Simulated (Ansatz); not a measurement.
What biaxial strain +3.36 %, plane normal [001], relaxed out of plane does to TiAl

The parent structure is TiAl (space group P4/mmm, No. 123; a = 2.813 Å, c = 4.058 Å). Axes: x, y, z lie along a, b, c of the conventional cell.

It is then changed as follows: biaxial strain +3.36 %, plane normal [001], relaxed out of plane (Cartesian); in-plane vectors clamped, the third vector and the atoms free.

Method: r2SCAN (Ansatz, a first-principles code; PAW; 500 eV plane waves; no SOC). Γ-centred 16×16×12 mesh, Fermi–Dirac width 0.05 eV.

The volume per atom rises by 0.48 Å³, from 16.06 Å³ to 16.54 Å³ and the shortest interatomic distance rises by 0.025 Å to 2.838 Å. The pressure (mean of the normal stresses, compression positive) goes from zero to -3.5 GPa and the band gap remains zero. The out-of-plane strain amounts to -3.57 % (rough) and the mean in-plane stress (compression positive) is -5.3 GPa (rough).

Final structure (turned so that z lies along the plane normal):

```
CELL_PARAMETERS angstrom
      2.90743     0.00000     0.00000
      0.00000     2.90743     0.00000
      0.00000     0.00000     3.91349
ATOMIC_POSITIONS crystal
  Al 0.50000 0.50000 0.50000
  Ti 0.00000 0.00000 0.00000
```

Without a gap, meshes like the base's 16×16×12 leave anisotropic stresses uncertain by several tenths of a GPa, and small strain energies with them. No phonon test of stability was made. All final runs are without spin polarisation.
